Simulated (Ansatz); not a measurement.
CsCl-type CeAg, treated with r²SCAN+rVV10 (plane waves, PAW; Ansatz, an electronic-structure program).

Settings: plane-wave cutoff 560 eV, 14×14×14 k mesh, Fermi–Dirac smearing 0.05 eV, spin-polarised with parallel moments, scalar-relativistic PAW data made under PBE.

Computed at the level's own relaxed cell.

Predict the lattice constant a.


* **lattice constant a**: 3.745 Å

Note: the magnetic order was assumed, not searched for or taken from measurement; the 4f shell is treated without U or exact exchange, so its levels and filling can be wrong.

Spin–orbit coupling is not included.

Computed values are for the static lattice.

Cost on a shared machine: roughly 5 core-minutes.
